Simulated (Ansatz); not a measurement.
The starting structures come from a database of crystals and need not be the phases stable at ambient conditions.

By PBEsol, the system below comes out a metal.

Data:

```xyz
12
Lattice="4.9034 0.0000 0.0000 0.0000 6.9344 0.0000 0.0000 3.4672 3.4672" Properties=species:S:1:pos:R:3 pbc="T T T"
Ir     0.0000     3.4672     0.0000
Ir     2.4517     1.7336     1.7336
Ir     0.0000     0.0000     0.0000
Ir     2.4517     5.2008     1.7336
O      3.1878     5.8933     0.0000
O      1.7155     1.0411     0.0000
O      0.7361     6.2419     1.7336
O      4.1672     4.1597     1.7336
O      1.7155     3.4672     1.0411
O      3.1878     6.9344     2.4261
O      4.1672     1.7336     0.6925
O      0.7361     8.6680     2.7747
```

Space group of this cell: Pa-3. The cell is taken as given; by PBEsol its mean pressure is -8.0 GPa.

Method: PBEsol (plane waves, PAW; Ansatz, a first-principles code).

The current runs along the normal of the first two printed vectors; no spin-orbit coupling. Scaled by the factor s: the length along the current (ions clamped). The meshes follow the cell: 12×12×18 and 20×14 across at s = 0.97, 16×16×16 and 20×14 across at s = 1.00, 12×12×16 and 20×14 across at s = 1.03.

```json
[
 {"s": "0.97", "mean pressure (GPa)": "2.0", "ballistic conductance per area (both spins) (× 10¹⁵ S/m²)": "?"},
 {"s": "1.00", "mean pressure (GPa)": "-8.0", "ballistic conductance per area (both spins) (× 10¹⁵ S/m²)": "0.87"},
 {"s": "1.03", "mean pressure (GPa)": "-15.9", "ballistic conductance per area (both spins) (× 10¹⁵ S/m²)": "0.77"}
]
```

Question: Take the slope of the ballistic conductance per area (both spins) against ln s from the two given rows, extrapolate to s = 0.97, and say what the run there gives.

Answer: Slope = (0.77 − 0.87) / ln 1.03 = -3.38 × 10¹⁵ S/m². The line gives 0.87 + (-3.38) × ln 0.97 = 0.97 × 10¹⁵ S/m². The run gives 0.90 × 10¹⁵ S/m², 0.07 × 10¹⁵ S/m² under the line, 71 % of the predicted step.
